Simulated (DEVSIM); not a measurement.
Structure: Schottky contact on n-type CdTe, at 250 K.

Layer 1 from the left is CdTe, thickness (μm) 3.50, Nd (cm⁻³) 9.5e16, τn (s) 2.6e-8, τp (s) 2.6e-8.

Left contact: Schottky, work function 5.12 eV, emission velocity 9.2e6 cm/s. Right contact: ohmic. Voltage is applied to the left contact. Recombination: SRH at mid-gap, radiative, Auger. Mobility is μmin + (μ − μmin)/(1 + (N/Nref)^α).

Constants are typed, rounded textbook-type inputs, not results; the design itself was drawn at random and stands for no fabricated device. Values at 300 K; Nc and Nv go as T^1.5, mobilities as T to minus their exponent, the gap by Varshni's rule with the affinity fixed.

CdTe: gap (eV) 1.5, affinity (eV) 4.28, permittivity 10.2, Nc (cm⁻³) 8e17, Nv (cm⁻³) 1.8e19, μn (cm²/Vs) 1000, μp (cm²/Vs) 80, μn,min 100, μp,min 10, Nref,n 1e17, Nref,p 1e17, αn 0.6, αp 0.6, T exponent of μn 1.7, T exponent of μp 1.5, B (cm³/s) 1e-10, Cn (cm⁶/s) 1e-30, Cp (cm⁶/s) 1e-30, Varshni α (eV/K) 0.00031, Varshni β (K) 108.

Model (solved in DEVSIM): 1D drift-diffusion, Boltzmann statistics, complete ionisation; no tunnelling, impact ionisation, image-force lowering or self-heating. Metal contacts follow the ideal Schottky-Mott rule: no Fermi-level pinning, no interface dipoles.

Dark forward current:

| |V| (V) | |J| (A/cm²) |
|---|---|
| 0.05 | 8.885e-11 |
| 0.10 | 9.910e-10 |
| 0.15 | 1.015e-8 |
| 0.20 | 1.031e-7 |
| 0.25 | 1.046e-6 |
| 0.30 | 1.060e-5 |
| 0.35 | 0.0001074 |
| 0.40 | 0.001087 |
| 0.45 | 0.01098 |
| 0.50 | 0.1107 |
| 0.55 | 1.110 |
| 0.60 | 10.94 |
| 0.65 | 95.73 |
| 0.70 | 514.5 |
| 0.75 | 1407 |
| 0.80 | 2582 |

Problem. Work out the local ideality factor n = ΔV / (kT/q · ln(J2/J1)) between the rows 0.10 and 0.15 V, 0.75 and 0.80 V.

Solution. kT/q = 21.54 mV. From 0.10 to 0.15 V: ln(1.015e-8/9.910e-10) = 2.327, n = 1.00, near the 1 of diffusion or emission over a barrier. From 0.75 to 0.80 V: ln(2582/1407) = 0.607, n = 3.82; the layers' resistance at their doping, Σ W/(qμN) = 3.0e-5 Ω cm², would take 36 mV of this step of 50 mV.

Problem. Estimate the current at 0.35 V for emission alone, J0 = q v N_band exp(−φB/kT), and read the barrier back from the simulated current.

Solution. φB = 0.840 eV, N_band = 6.09e17 cm⁻³, J0 = 1.04e-11 A/cm²; J = J0 (exp(qV/kT) − 1) = 0.000118 A/cm². The simulation gives 0.000107 A/cm²; the estimate lies 10 % above. Read backwards, the simulated current gives an apparent barrier of 0.842 eV. The estimate leaves out transport through the depletion region and minority injection.
